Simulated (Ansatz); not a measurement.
C (model structure, I4/mmm, No. 139, 4 atoms in the cell) was calculated with r²SCAN+rVV10 (PAW; Ansatz, an electronic-structure program).

Numerical settings: plane-wave cutoff 560 eV, 16×16×16 k mesh, Fermi–Dirac smearing 0.01 eV, scalar-relativistic PAW data made under PBE.

Cell (relaxed at this level):

```xyz
4
Lattice="-2.1805 2.1805 1.2501 2.1805 -2.1805 1.2501 2.1805 2.1805 -1.2501" Properties=species:S:1:pos:R:3 pbc="T T T"
C      0.7865     0.7865     0.0000
C      1.3940    -1.3940     1.2501
C     -1.3940     1.3940     1.2501
C      1.3940     1.3940     1.2501
```

Problem. Estimate the band gap, smallest direct gap on the k points sampled and direct gap at Γ that the calculation returns.

Solution. 
* **band gap**: 2.62 eV (indirect)
* **smallest direct gap on the k points sampled**: 4.92 eV
* **direct gap at Γ**: 5.67 eV

Note: the relaxation could raise the start's symmetry but not lower it, so the cell can be a saddle point.

A model structure was made by putting elements into a prototype or built by hand; it is no filed structure, need not be a known phase, and can be a saddle point held by its symmetry.
